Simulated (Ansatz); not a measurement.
# CdSiP2 in the chalcopyrite structure (space group I-42d, No. 122)

```
CdSiP2
1.0
   -2.86195     2.86195     5.29123
    2.86195    -2.86195     5.29123
    2.86195     2.86195    -5.29123
Cd Si P
2 2 4
Direct
  0.75000   0.25000   0.50000
  0.00000   0.00000   0.00000
  0.25000   0.75000   0.50000
  0.50000   0.50000   0.00000
  0.17057   0.12500   0.54557
  0.57943   0.62500   0.45443
  0.37500   0.82943   0.95443
  0.87500   0.42057   0.04557
```

All numbers come from PBE (Ansatz, an electronic-structure program; PAW; 420 eV plane waves; spin-orbit coupling left out). k-mesh 8×8×8 (Γ-centred); smearing 0.05 eV (Fermi–Dirac).

The volume per atom comes out as 21.67 Å³. The density is 3.88 g/cm³, the band gap is 1.42 eV, direct at Γ and the electron mass is 0.70 mₑ along c, 0.28 mₑ across. The hole mass is 0.14 mₑ along c, 0.47 mₑ across and the total energy is -2600.631 eV/atom (σ→0; compares only within this code and set-up).

Effective masses come from finite differences of ±0.01 Å⁻¹. No phonon test of stability was made.
